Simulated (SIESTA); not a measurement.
Input and output of a self-consistent single point for Li (R-3m, 3 atoms in the cell) (SIESTA).

Level of theory: LDA PW92, numerical atomic orbitals DZP, PseudoDojo LDA standard norm-conserving potentials (rewritten from UPF to PSML) (SIESTA).

The change in words: lattice scaled by 0.98. Reference geometry:
```
CELL_PARAMETERS angstrom
      1.50901     0.87123     7.30958
     -1.50901     0.87123     7.30958
      0.00000    -1.74246     7.30958
ATOMIC_POSITIONS crystal
  Li 0.77703 0.77703 0.77703
  Li 0.22297 0.22297 0.22297
  Li 0.00000 0.00000 0.00000
```

Reference input (self-consistent single point, DFT, LDA PW92, numerical atomic orbitals DZP, PseudoDojo LDA standard norm-conserving potentials (rewritten from UPF to PSML)): XC.functional = LDA; XC.authors = PW92; potentials = PseudoDojo LDA standard; PAO.BasisSize = DZP; PAO.EnergyShift = 0.01 Ry; MeshCutoff = 400 Ry; kgrid.MonkhorstPack = 10 10 10; OccupationFunction = MP; OccupationMPOrder = 0; ElectronicTemperature = 0.2 eV; PAO.Polarization.NonPerturbative = true; MaxSCFIterations = 150. This run's input differs from it in these lines:

```diff
@@ -11,5 +11,5 @@
 %block LatticeVectors
-     2.851615619    1.646380422   13.813111845
-    -2.851615619    1.646380422   13.813111845
-     0.000000000   -3.292762734   13.813111845
+     2.794583685    1.613451945   13.536849003
+    -2.794583685    1.613451945   13.536849003
+     0.000000000   -3.226907669   13.536849003
 %endblock LatticeVectors
@@ -17,4 +17,4 @@
 %block AtomicCoordinatesAndAtomicSpecies
-    -0.000000000   -0.000001468   32.199606891  1
-    -0.000000000   -0.000000421    9.239728644  1
+     0.000000000   -0.000002937   31.555613343  1
+    -0.000000000   -0.000000843    9.054933667  1
      0.000000000    0.000000000    0.000000000  1
```

Log, with long lists cut:

```
        iscf     Eharris(eV)        E_KS(eV)     FreeEng(eV)     dDmax    Ef(eV) dHmax(eV)
   scf:    1     -572.191159     -580.328165     -580.355670  0.721299 -6.806126  0.577201
   scf:    2     -580.333857     -580.331571     -580.359165  0.002494 -6.808419  0.448440
   scf:    3     -580.332763     -580.332490     -580.360113  0.002520 -6.812588  0.325488
   scf:    4     -580.333441     -580.332980     -580.360537  0.006993 -6.830951  0.002113
   scf:    5     -580.332981     -580.332981     -580.360537  0.000009 -6.830974  0.001664
   scf:    6     -580.332982     -580.332981     -580.360537  0.000152 -6.831424  0.000571
   scf:    7     -580.332982     -580.332981     -580.360537  0.000024 -6.831493  0.000162
   scf:    8     -580.332982     -580.332982     -580.360537  0.000003 -6.831493  0.000001
SCF Convergence by DM+H criterion
max |DM_out - DM_in|         :     0.0000025004
max |H_out - H_in|      (eV) :     0.0000008429
SCF cycle converged after 8 iterations

Using DM_out to compute the final energy and forces

siesta: E_KS(eV) =             -580.3330

siesta: E_KS - E_eggbox =      -580.3330

siesta: Atomic forces (eV/Ang):
     1   -0.000000   -0.000000    0.045803
     2   -0.000000    0.000000   -0.045803
     3    0.000000    0.000000    0.000000
   Tot   -0.000000    0.000000   -0.000000
   Max    0.045803
   Res    0.021592    sqrt( Sum f_i^2 / 3N )
   Max    0.045803    constrained

Stress tensor Voigt[x,y,z,yz,xz,xy] (kbar):      -15.73      -15.73      -14.06        0.00        0.00       -0.00
(Free)E + p*V (eV/cell)     -579.8466
Target enthalpy (eV/cell)     -580.3605

   [... lines left out ...]
siesta: FreeEng =      -580.360537
   [... lines left out ...]
siesta:    -0.009817   -0.000000    0.000000
siesta:    -0.000000   -0.009817    0.000000
siesta:     0.000000    0.000000   -0.008774

siesta: Cell volume =         54.268239 Ang**3

siesta: Pressure (static):
siesta:                Solid            Molecule  Units
siesta:           0.00010314          0.00006665  Ry/Bohr**3
siesta:           0.00946945          0.00611960  eV/Ang**3
siesta:          15.17173634          9.80467837  kBar
```

The run converged in 8 iterations. Against the reference run the free energy rises by 6.3 meV/atom, the pressure goes from 0.32 to 1.52 GPa and the largest force goes from 0.041 to 0.046 eV/Å.

The starting cell comes from a database of computed structures (which also holds hypothetical and non-ambient phases and stackings), without a prior relaxation at this level. Its lattice was rescaled by a random factor within 2.5 % of one. For this run, on top of that: lattice scaled by 0.98. Values carry the incompleteness of an atom-centred basis.

Cost on one core of a shared machine: roughly 2 min.
